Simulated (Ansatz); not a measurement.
**Response to strain in InP**

Consider InP in the zinc blende structure (space group F-43m, No. 216; a = 5.907 Å). Axes: x, y, z lie along the cube axes.

Strains are applied to the cell and any free atomic positions relax; under stress the whole cell relaxes.

Levels (all Ansatz, an electronic-structure program, PAW): r2SCAN (500 eV, no SOC); HSE06 (420 eV, without spin-orbit coupling).

Band gaps by level, all at the geometries relaxed with r2SCAN:

```json
[
 {"case": "base", "r2SCAN": "1.03 eV", "HSE06": "1.36 eV"},
 {"case": "isotropic strain +0.67 %", "r2SCAN": "0.91 eV", "HSE06": "1.24 eV"},
 {"case": "uniaxial strain ε_yy = −1.15 %", "r2SCAN": "1.06 eV", "HSE06": "1.39 eV"},
 {"case": "uniaxial stress, 1 GPa tension along x", "r2SCAN": "0.96 eV", "HSE06": "1.29 eV"},
 {"case": "strain tensor (xx, yy, zz, yz, xz, xy) = (+0.67, −1.77, +0.16, −1.06, +1.58, −0.78) %", "r2SCAN": "0.94 eV", "HSE06": "1.27 eV"}
]
```

Single points use the geometry relaxed with r2SCAN. Stability under load was not tested beyond the relaxation.
